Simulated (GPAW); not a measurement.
GPAW 25.7.0, DFT, PBE, plane waves, PAW datasets of gpaw-data 1.0.1: rock-salt TiC (Ti4C4), 8 atoms. Basis and mesh were picked for this test and aren't claimed converged.

- cell: 4.33, 4.33, 4.33 Å; 90, 90, 90°
- task: scf
- mode.name: pw
- mode.ecut: 500 eV
- xc: PBE
- k mesh: 6×6×6
- kpts.gamma: true
- occupations.name: fermi-dirac
- occupations.width: 0.1 eV
- convergence.density (electrons an electron): 1e-05
- maxiter: 150
- parallel.band: 1
- parallel.sl_auto: false
- parallel.augment_grids: true
- eigensolver.name: dav (default)
- eigensolver.niter: 2 (default)
- mixer.backend: pulay (default)
- mixer.method: separate (default)
- mixer.beta: 0.05 (default)
- mixer.nmaxold: 5 (default)
- mixer.weight: 50 (default)
- convergence.eigenstates (eV² an electron): 4e-08 (default)
- convergence.energy (eV an electron): 0.0005 (default)
- k-points after symmetry: 20
- bands: 43
- electrons: 64
- plane waves: 2103
- coarse grid: 24*24*24
- symmetry operations: 48

It runs on a single node (Intel Xeon 6 (Granite Rapids), 96 cores on 1 socket, 2 hardware threads a core, 3 L3 cache groups, 3 NUMA nodes).

Each set of copies ran two to five times on the otherwise empty node; times are medians from launch to the last exit. Unless noted, each process is bound to its own block of adjacent cores. The build: conda-forge: Open MPI, OpenMP, OpenBLAS, FFTW, ScaLAPACK, ELPA; another build can shift the numbers. Scratch files lie in a memory file system.

Ways to fill 96 cores (the node offers 665 GiB):
- 24 copies of 8 ranks, on both hardware threads of half as many cores, parallel.kpt = 8, parallel.domain = 1
- 3 copies of 32 ranks, parallel.kpt = 8, parallel.domain = 4
- 24 copies of 4 ranks, parallel.kpt = 4, parallel.domain = 1
- 48 copies of 2 ranks, parallel.kpt = 2, parallel.domain = 1
- 12 copies of 8 ranks, parallel.kpt = 8, parallel.domain = 1
- 6 copies of 16 ranks, parallel.kpt = 8, parallel.domain = 2
- 2 copies of 48 ranks, parallel.kpt = 12, parallel.domain = 4
- 96 ranks, parallel.kpt = 12, parallel.domain = 8
- 4 copies of 24 ranks, parallel.kpt = 12, parallel.domain = 2

Q: For throughput over a long queue of such jobs, how should the node be filled?

A: 48 copies of 2 ranks, parallel.kpt = 2, parallel.domain = 1: 4800 jobs an hour. At the low end 96 ranks, parallel.kpt = 12, parallel.domain = 8 gives 630. The best is the narrowest job tried, and narrower ones have no timing here. Alone on the node, 4 ranks takes 16 s; beside 23 other copies 20 s.

```csv
way,time till all copies end,jobs an hour,"memory in all, scratch files included"
"48 copies of 2 ranks, parallel.kpt = 2, parallel.domain = 1",36 s,4800,16 GiB
"24 copies of 4 ranks, parallel.kpt = 4, parallel.domain = 1",20 s,4300,14 GiB
"24 copies of 8 ranks, on both hardware threads of half as many cores, parallel.kpt = 8, parallel.domain = 1",24 s,3600,27 GiB
"12 copies of 8 ranks, parallel.kpt = 8, parallel.domain = 1",14 s,3100,13 GiB
"6 copies of 16 ranks, parallel.kpt = 8, parallel.domain = 2",12 s,1800,11 GiB
"4 copies of 24 ranks, parallel.kpt = 12, parallel.domain = 2",8.7 s,1700,11 GiB
"3 copies of 32 ranks, parallel.kpt = 8, parallel.domain = 4",7.8 s,1400,9.2 GiB
"2 copies of 48 ranks, parallel.kpt = 12, parallel.domain = 4",6.8 s,1100,9.4 GiB
"96 ranks, parallel.kpt = 12, parallel.domain = 8",5.7 s,630,8.6 GiB
```

2 planned settings were not run, for want of time.
